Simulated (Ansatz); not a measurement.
# Element substitutions in Ba2CuHgO4

Consider Ba$_{2}$CuHgO$_{4}$ (space group P4/mmm, No. 123; a = 3.853 Å, c = 9.550 Å; a cell from a computed database, its experimental status unchecked).

Each row replaces one element on all its sites; cell and atoms are relaxed.

All numbers come from plane-wave PAW DFT at the PBEsol level (Ansatz, a program for electronic structure, 420 eV), no spin-orbit coupling.

```json
[
 {"case": "base", "density": "7.06 g/cm³", "c/a ratio": "2.479", "shortest interatomic distance": "1.926 Å"},
 {"case": "Hg → Pb", "density": "7.08 g/cm³", "c/a ratio": "2.629", "shortest interatomic distance": "1.894 Å"},
 {"case": "Cu → Fe", "density": "6.86 g/cm³", "c/a ratio": "2.472", "shortest interatomic distance": "1.851 Å"},
 {"case": "Cu → Ir", "density": "8.20 g/cm³", "c/a ratio": "2.609", "shortest interatomic distance": "1.922 Å"}
]
```

Stability against distortions was not tested. As relaxed here, Ba2CuPbO4, Ba2FeHgO4 and Ba2HgIrO4 are hypothetical phases, not in the database extracts checked. No Hubbard U is applied and the magnetic state is the run's own (Ba2CuPbO4 not spin-polarised; Ba2CuHgO4 not spin-polarised; Ba2FeHgO4 ferromagnetic); small cells can't hold the antiferromagnetic order that many such compounds have, so gaps and moments can be off. Spin-polarised in the final run: Ba2FeHgO4; the other runs are not. An odd electron count without spin: Ba2CuPbO4, Ba2CuHgO4 and Ba2HgIrO4.
